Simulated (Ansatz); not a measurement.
The reference is Be in the hcp (Mg type) structure (space group P6_3/mmc, No. 194; a = 2.255 Å, c = 3.558 Å; relaxed with 0.1 eV smearing). Axes: x lies along a and z along c of the hexagonal cell.

Calculations: PBEsol in Ansatz (plane waves to 420 eV, PAW, no spin-orbit coupling).

Base values:

The band gap is zero. The shortest interatomic distance comes out as 2.205 Å.

Perturbation: a pure shear with ε_xz = ε_zx = 0.0200, atoms relaxed at fixed cell.

What does the calculation give for the band gap, energy relative to the base, stress and shortest interatomic distance after the change?

The band gap is still zero; the energy rises by 6.6 meV/atom; the stress (xx, yy, zz, yz, xz, xy; compression positive) amounts to (-0.1, 0.0, 0.5, 0.0, -6.7, 0.0) GPa; the shortest interatomic distance falls by 0.035 Å to 2.170 Å.

The cells carry an imposed strain or load. No phonon test of stability was made.

Ansatz is a first-principles code.
